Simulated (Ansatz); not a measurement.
Base system: Au in the fcc (Cu type) structure (space group Fm-3m, No. 225; a = 4.048 Å; relaxed with 0.1 eV smearing). Axes: x, y, z lie along the cube axes.

Calculations: LDA (Ansatz, a program for electronic structure, PAW, no spin-orbit coupling).

For the base:

The pressure is 0.0 GPa.

The change: uniaxial strain ε_zz = −1.00 %, all other strain components held at zero; the atoms relax in the strained cell.

Task: How does this affect the energy relative to the base?

Result: The energy increases by 1.1 meV/atom.

Task: What happens to the pressure?

Result: The pressure (mean of the normal stresses, compression positive) goes from zero to 2.0 GPa.

Stability against distortions was not tested.
